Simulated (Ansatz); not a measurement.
**Smallest direct gap on the k points sampled of GeS2 (P4₂/nmc, No. 137; start mp-1071032) at several levels of theory**

No measured value is used here.

```csv
level (code),value (eV)
LDA (Ansatz),1.02
PBEsol+SOC (Ansatz),1.12
HSE06+SOC (Ansatz),[?]
PBE0 (Ansatz),3.02
```

### Question
What belongs in the gaps?

### Answer

- HSE06+SOC (Ansatz, a first-principles code), value (eV): 2.30

Computed values are for a static lattice. Levels without +SOC have no spin–orbit coupling; where heavier elements are present it shifts gaps, mostly down, and can invert bands.  Values are at the PBE-D3(BJ) cell. Cutoffs and k meshes differ between the levels. Ansatz's density-functional and Hartree–Fock values are scalar-relativistic unless marked +SOC, with PAW data made under PBE.

A start named mp-… is a Materials Project structure, which can be a computed phase never made.
